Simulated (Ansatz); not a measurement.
**MnB, response to strain**

The reference is MnB (space group Pnma, No. 62; ferromagnetic).

```
CELL_PARAMETERS angstrom
      5.36050     0.00000     0.00000
      0.00000     2.96071     0.00000
      0.00000     0.00000     4.06636
ATOMIC_POSITIONS crystal
  Mn 0.67601 0.75000 0.37666
  Mn 0.32399 0.25000 0.62334
  Mn 0.82399 0.25000 0.87666
  Mn 0.17601 0.75000 0.12334
  B  0.53427 0.75000 0.88313
  B  0.46573 0.25000 0.11687
  B  0.96573 0.25000 0.38313
  B  0.03427 0.75000 0.61687
```

Cartesian axes are those of the cell as printed.

Strains are applied to the cell and any free atomic positions relax; under biaxial strain the out-of-plane vector relaxes too.

The values are results of plane-wave PAW DFT at the PBEsol level (Ansatz, an electronic-structure program, 420 eV), no spin-orbit coupling, not measurements.

Notes on the quantities. pressure: mean of the normal stresses, compression positive.

| case | pressure | shortest interatomic distance | space group |
|---|---|---|---|
| base | 0.0 GPa | 1.797 Å | Pnma (No. 62) |
| biaxial strain +0.56 %, plane normal [001], relaxed out of plane | -2.2 GPa | 1.803 Å | Pnma (No. 62) |
| biaxial strain +0.92 %, plane normal [001], relaxed out of plane | -3.5 GPa | 1.807 Å | Pnma (No. 62) |
| biaxial strain +1.26 %, plane normal [001], relaxed out of plane | -4.7 GPa | 1.810 Å | Pnma (No. 62) |
| tensor shear ε_xy = −0.67 % | 0.1 GPa | 1.794 Å | P2_1/c (No. 14) |

Other magnetic orders, which the real material may have, were not ruled out. Without a gap, meshes like the base's 8×15×11 leave anisotropic stresses uncertain by several tenths of a GPa, and small strain energies with them. Stability against distortions was not tested.
